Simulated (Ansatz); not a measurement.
The starting structures come from a database of crystals and need not be the phases stable at ambient conditions.

# Evanescent states of LaSc3(BO3)4 (R32, not sure to be the ambient phase, 20 atoms a cell, 11.1 Å³ an atom) along the normal of (100)

These are r2SCAN (plane waves, PAW; Ansatz, a quantum-chemistry and plane-wave program) values and carry that method's errors.

The gap is the functional's own. No spin-orbit coupling. Mid-gap values are interpolated on the energy grid.

Energies count from the valence-band top; κ is the least over a 4×4 mesh across the current.

```tsv
E (eV)	κ (1/Å)	where
0.12	0.199	Γ
0.34	0.314	Γ
0.57	0.367	Γ
0.81	0.393	Γ
1.03	0.411	Γ
1.26	0.424	Γ
1.50	0.435	Γ
1.73	0.443	Γ
1.96	0.449	Γ
2.19	0.454	Γ
2.42	0.457	Γ
2.65	0.458	Γ
2.88	0.457	Γ
3.10	0.454	Γ
3.33	0.450	Γ
3.56	0.443	Γ
3.79	0.435	Γ
4.03	0.423	Γ
4.25	0.408	Γ
4.49	0.386	Γ
4.71	0.348	Γ
```

How thick must the barrier be to attenuate the transmission by 10^8 when the electrodes' Fermi level lies at 2.65 eV, and what attenuation does that film give at 3.33 eV?

d = 8 ln 10 / (2 × 0.458) = 20.1 Å. At 3.33 eV it gives 8 × 0.450/0.458 = 7.9 decades.
